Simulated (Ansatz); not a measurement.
# Phonons of BaHfO₃ in the cubic perovskite structure at temperature

Method: the stochastic self-consistent harmonic approximation in a 2×2×2 supercell, DFT at the PBEsol level (Ansatz, an electronic-structure program). Spin-orbit coupling is not included. The cell is fixed at its relaxed static size. Melting and transitions to other phases are not modelled. Frequencies in cm⁻¹ at q = (0.00, 0.00, 0.50) (fractions of the primitive reciprocal vectors), each column in ascending order, rows equal in every column written once; i marks an imaginary mode. The auxiliary (Gaussian) frequencies are positive by construction; the free-energy Hessian decides stability.

```tsv
harmonic	Gaussian 300 K	Hessian 300 K	Gaussian 1000 K	Hessian 1000 K
81	90	87	98	93
92	96	94	100	96
135	139	136	144	137
177	179	176	184	175
201	220	215	241	230
234	249	243	266	254
265	274	271	283	276
393	400	396	408	399
512	514	509	519	504
737	731	717	725	694
```

The pressure at 300 K in this cell comes out as 1.22 ± 0.02 GPa, the pressure at 1000 K in this cell comes out as 3.38 ± 0.04 GPa and the pressure near 300 K by path-integral sampling of the fitted surface is 1.18 GPa. The pressure near 1000 K by path-integral sampling of the fitted surface comes out as 3.34 GPa. The static pressure comes out as 0.01 GPa.

Over all wave vectors of the supercell the softest harmonic mode is 35i cm⁻¹ at q = (0.50, 0.50, 0.50); the softest of the Hessian is 73 cm⁻¹ at q = (0.50, 0.50, 0.50) at 300 K (error under 1; the run's verdict: stable), 89 cm⁻¹ at q = (0.00, 0.50, 0.50) at 1000 K (error under 1; the run's verdict: stable). A stable verdict is local, and a supercell this small can stiffen soft modes, so the symmetric phase can look stable where the real crystal is distorted.
